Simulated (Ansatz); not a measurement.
**Input and output of a self-consistent single point for MgPd5 (R32, 6 atoms in the cell) (Ansatz, a program for electronic structure)**

Computed with LDA (PW92), default PAW files made with PBE (plane waves; Ansatz).

Input:

Ansatz 0.2 input:
```yaml
# MgPd5
crystal:
  lattice:
    - [2.415045, 1.394327, 4.572375]
    - [-2.415045, 1.394327, 4.572375]
    - [0.000000, -2.788654, 4.572375]
  atoms:
    - { symbol: Mg, position: [0.000000, 0.000000, 0.000000] }
    - { symbol: Pd, position: [0.500000, 0.831655, 0.168345] }
    - { symbol: Pd, position: [0.168345, 0.500000, 0.831655] }
    - { symbol: Pd, position: [0.831655, 0.168345, 0.500000] }
    - { symbol: Pd, position: [0.331733, 0.331733, 0.331733] }
    - { symbol: Pd, position: [0.668267, 0.668267, 0.668267] }
basis:
  ecutwfc: 420.0 eV
kpoints:
  mp_grid: { grid: [8, 8, 8] }
hamiltonian:
  xc: lda
  pseudopotentials: { kind: paw }
scf:
  occupations: { method: gaussian, width: 0.1 eV }
output:
  forces: true
  eigenvalues: true
  stress: true
```

Log, with long lists cut:

```
WARN ansatz: RAYON_NUM_THREADS=1 ignored (pool sized by the plan → 1); use --threads N
Pseudopotentials: kind: paw
Pseudopotential: Mg, paw, valence charge 10
Pseudopotential: Pd, paw, valence charge 18
Crystal: 6 atoms, lattice volume = 92.381 Å³
Basis set: ecut = 420 eV, 1767 PW (Γ)
Bands: 60, of which v1, the nominal top of the filled ones, is band 50 counted from 1 (49 counted from 0)
Symmetry: 6 space group operations
Space group: R32 (ITA 155), of the structure as read, at distance tolerance 4.5e-5 Å
k-points: 65 of 512 (time reversal used)
PAW frozen core: Mg, regenerated for the run's functional, and the local potential with it
PAW frozen core: Pd, regenerated for the run's functional, and the local potential with it
Initial density: superposition of atomic densities (neutral atoms: chi_scale 0, normalization atom), corrected by the library's trained network
Initial wavefunctions: pseudopotential atomic-orbital guess
Eigensolver: davidson
Functional: x = slater, c = lda
SCF iter   1: F=—  HF=-36126.280029 eV  |F-HF|=—  |Δ(HF+E_count)|=         —  Δρ=1.33e-2  dr2=1.40e-1  ethr=1.77e-3  ⟨swp⟩=5.3  Hψ=13770  notcnv=0  defer=104
all-band conjugate gradients solve this SCF's bands
preconditioner: auto → Kerker (q_TF=auto, 2.765 Å⁻¹)
SCF iter   2: F=—  HF=-36126.251634 eV  |F-HF|=—  |Δ(HF+E_count)|=   2.84e-2  Δρ=5.39e-3  dr2=2.37e-2  ethr=1.40e-4  ⟨swp⟩=1.0  Hψ=4531  notcnv=0  defer=116
SCF iter   3: F=—  HF=-36126.246018 eV  |F-HF|=—  |Δ(HF+E_count)|=   5.62e-3  Δρ=1.02e-3  dr2=1.21e-3  ethr=2.37e-5  ⟨swp⟩=2.4  Hψ=5320  notcnv=0  defer=116
SCF iter   4: F=—  HF=-36126.245797 eV  |F-HF|=—  |Δ(HF+E_count)|=   2.21e-4  Δρ=2.49e-4  dr2=1.21e-4  ethr=1.21e-6  ⟨swp⟩=2.0  Hψ=4649  notcnv=0  defer=116
SCF iter   5: F=—  HF=-36126.245756 eV  |F-HF|=—  |Δ(HF+E_count)|=   4.11e-5  Δρ=9.06e-5  dr2=1.25e-5  ethr=1.21e-7  ⟨swp⟩=2.2  Hψ=5120  notcnv=0  defer=116
SCF iter   6: F=—  HF=-36126.245747 eV  |F-HF|=—  |Δ(HF+E_count)|=   9.19e-6  Δρ=2.42e-5  dr2=6.45e-7  ethr=1.25e-8  ⟨swp⟩=2.0  Hψ=5225  notcnv=0  defer=116
SCF iter   7: F=—  HF=-36126.245747 eV  |F-HF|=—  |Δ(HF+E_count)|=   2.64e-7  Δρ=7.81e-6  dr2=1.10e-7  ethr=1.00e-10  ⟨swp⟩=8.8  Hψ=15311  notcnv=0
SCF iter   8: F=-36126.245747 eV  HF=-36126.245747 eV  |F-HF|=5.65e-9  |Δ(HF+E_count)|=   3.15e-8  Δρ=2.32e-6  dr2=7.75e-9  ethr=1.00e-10  ⟨swp⟩=4.6  Hψ=12105  notcnv=0
SCF 1 converged in 8 iterations: F = -36126.245747 eV  dr2 = 7.75e-9
SCF converged after 8 iterations
Free energy (F): -36126.245747 eV
Harris-Foulkes:  -36126.245747 eV  (|F-HF|=5.65e-9)
Internal energy: -36126.205076 eV  (E = F + TS)
E sigma→0 (E₀):  -36126.225411 eV
Entropy (-TS):   -0.040671 eV (-6.778 meV/atom)
Fermi energy:    16.623860 eV
--- Per-component energies (eV) ---
  E_band       = -1180.501659
  E_kinetic    = 2645.083447
  E_local      = -10945.278824  (includes V_loc(G=0)·N_el)
  E_nonlocal   = 1211.147923
  E_hartree    = 4345.916434
  E_xc         = -866.802709
  E_vxc        = -1093.598175  (∫ρ·V_xc dr)
  E_paw        = -18386.122568  (= ΣΔE_a)
  E_vpaw       = -1689.688019  (= ΣTr[D̂ρ^β])
  E_aug_tail   = 0.001035  (compensation charges beyond the density's cutoff)
  E_ewald      = -14133.703962
  E_core_change = 3.554148  (= ΣΔE_core)
  E_smearing   = -0.040671  (= −TS)
  E_closure    = -0.000000  (closes the sum)
  Σ components = -36126.245747   (vs F -36126.245747, Δ=0.00e0)
--- Forces (eV/Å), atoms counted from 1 ---
  atom   1  Mg    -0.00000000     0.00000000     0.00000000
  atom   2  Pd     0.03523828    -0.06103448     0.00000000
  atom   3  Pd     0.03523828     0.06103448    -0.00000000
  atom   4  Pd    -0.07047655     0.00000000     0.00000000
  atom   5  Pd     0.00000000     0.00000000    -0.00129362
  atom   6  Pd     0.00000000    -0.00000000     0.00129362
  max |Σ_I F_I| component: 7.86e-17 eV/Å
--- Stress (GPa, compression-positive) ---
      -10.909820       0.000000       0.000000
        0.000000     -10.909820       0.000000
        0.000000       0.000000     -10.935885
  P = ⅓ Tr σ = -10.9185 GPa (-109.185 kbar)
  The stress holds the Pulay correction. Without it, at fixed plane waves, as pw.x and ABINIT print it: P = -10.9427 GPa
--- Band table (eV; the first three rows and the last of 65) ---
  k-point 0: bands = ["-67.1444", "-67.1081", "-67.1081", "-66.9315", "-66.9098", "-57.3348", "-33.0187", "-33.0080", "-32.9874", "-32.9874", "-32.9656", "-32.8973", "-32.8973", "-32.7950", "-32.7950", "-32.7477", "-32.7477", "-32.6942", "-32.6502", [...]
  k-point 1: bands = ["-67.1428", "-67.1090", "-67.1087", "-66.9308", "-66.9106", "-57.3348", "-33.0387", "-33.0221", "-32.9796", "-32.9594", "-32.9439", "-32.9021", "-32.8931", "-32.8089", "-32.7988", "-32.7505", "-32.7427", "-32.6946", "-32.6533", [...]
  k-point 2: bands = ["-67.1382", "-67.1120", "-67.1102", "-66.9289", "-66.9127", "-57.3348", "-33.0626", "-33.0250", "-32.9650", "-32.9215", "-32.9087", "-32.9046", "-32.8892", "-32.8469", "-32.8099", "-32.7505", "-32.7379", "-32.6939", "-32.6637", [...]
  k-point 64: bands = ["-67.1428", "-67.1081", "-67.1081", "-66.9331", "-66.9098", "-57.3348", "-32.9970", "-32.9908", "-32.9908", "-32.9886", "-32.9018", "-32.8765", "-32.8765", "-32.7924", "-32.7924", "-32.7599", "-32.7599", "-32.7438", [...]
```

The run converged in 8 iterations.

The starting cell comes from a database of computed structures (which also holds hypothetical and non-ambient phases and stackings), without a prior relaxation at this level. Its lattice was rescaled by up to half a per cent. Spin polarisation is off. With a pressure of about -11 GPa the cell is away from its equilibrium volume at this level. Ansatz's pressure includes its estimate of the finite-basis (Pulay) stress.
